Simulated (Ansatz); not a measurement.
AlAs (model structure, started from the BeO type, P4₂/mnm, No. 136, 8 atoms in the cell) was calculated with PBEsol in Ansatz (PAW).

Numerical settings: plane-wave cutoff 520 eV, 6×6×10 k mesh (along the axes of the cell as run), Fermi–Dirac smearing 0.01 eV, scalar-relativistic PAW data made under PBE.

Cell (relaxed at this level):

```
CELL_PARAMETERS angstrom
      6.89605     0.00000     0.00000
      0.00000     6.89605     0.00000
      0.00000     0.00000     4.03122
ATOMIC_POSITIONS crystal
  Al 0.32759 0.67241 0.00000
  Al 0.67241 0.32759 0.00000
  Al 0.82759 0.82759 0.50000
  Al 0.17241 0.17241 0.50000
  As 0.31368 0.31368 0.00000
  As 0.68632 0.68632 0.00000
  As 0.18632 0.81368 0.50000
  As 0.81368 0.18632 0.50000
```

Problem. Estimate the band gap and smallest direct gap on the k points sampled that the calculation returns.

Solution. 
- band gap: 1.31 eV (indirect)
- smallest direct gap on the k points sampled: 1.56 eV

Note: the relaxation could raise the start's symmetry but not lower it, so the cell can be a saddle point.

Spin–orbit coupling is not included.

The computed numbers hold no vibrational or temperature effects.

Cost on a shared machine: about 70 core-seconds (a rough figure).

A model structure was made by putting elements into a prototype or built by hand; it is no filed structure, need not be a known phase, and can be a saddle point held by its symmetry.

Ansatz is an electronic-structure program.
